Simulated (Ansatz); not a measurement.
The reference is a 27-atom supercell of Al in the fcc (Cu type) structure (space group Fm-3m, No. 225; a = 4.014 Å) at its relaxed geometry.

Level of theory: PBEsol (Ansatz, a program for electronic structure; PAW; 420 eV plane waves; without spin-orbit coupling), earlier PAW set.

Before the change:

| Quantity | Result |
|---|---|
| Mean distance from the defect site to its nearest host atoms | 2.84 Å |
| Pressure | 0.0 GPa |

It is then changed as follows: one Al atom is replaced by Be, atoms relaxed at fixed cell, starting from a slightly rattled geometry.

Problem. What happens to the mean distance from the defect site to its nearest host atoms?

Solution. The mean distance from the defect site to its nearest host atoms drops by 0.04 Å (2.84 Å → 2.80 Å).

Problem. Estimate the effect on the pressure.

Solution. The pressure goes from zero to -1.3 GPa.

The cell is small, so the values are those of an ordered compound at a high defect concentration; dilute-limit values will differ. The defect cell is not spin-polarised.
